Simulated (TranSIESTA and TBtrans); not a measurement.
**Al chain with one bond stretched by 2.0 Å**

Junction: Al chain with one bond stretched by 2.0 Å. Leads: straight Al chain, spacing 2.328 Å. Geometry: as built, not relaxed.

TranSIESTA and TBtrans, LDA, DZP numerical orbitals (energy shift 0.15 eV), PseudoDojo norm-conserving scalar-relativistic potentials, mesh cutoff 200 Ry, 300 K, no spin polarisation, no spin-orbit coupling; self-consistent non-equilibrium Green functions.

| Property | Result |
|---|---|
| Conductance at 300 K (G0 = 2e²/h) | 0.065 |
| Thermopower (μV/K) | -6.2 |
| Mean T from −0.5 to 0.5 eV | 0.036 |

Energies count from the leads' Fermi level. Transmissions are for one spin of a degenerate pair. The energy step is 0.01 eV; narrower resonances are cut or missed.

```
E (eV)       T  lead channels
------  ------  -------------
-2.00    0.051              1
-1.90    0.053              1
-1.80    0.054              1
-1.70    0.054              1
-1.60    0.053              1
-1.50    0.050              1
-1.40    0.044              1
-1.30    0.032              1
-1.20    0.012              1
-1.10        0              0
-1.00        0              0
-0.90        0              0
-0.80        0              0
-0.70        0              0
-0.60        0              0
-0.50        0              0
-0.40   5.8e-6      band edge
-0.30   0.0039              2
-0.20    0.020              2
-0.10    0.050              2
0.00     0.071              2
0.10     0.062              2
0.20     0.053              2
0.30     0.045              2
0.40     0.041              2
0.50     0.039              2
0.60     0.039              2
0.70     0.041              2
0.80     0.043              2
0.90     0.047              2
1.00     0.051              2
1.10     0.056              2
1.20     0.062              2
1.30     0.068              2
1.40     0.086              3
1.50      0.11              3
1.60      0.13              3
1.70      0.15              3
1.80      0.17              3
1.90      0.19              3
2.00      0.21              3
```

The straight chain is held at its spacing; free chains may zigzag or dimerise. No spin-polarised start was tried, so a magnetic state, if there is one, is missed.
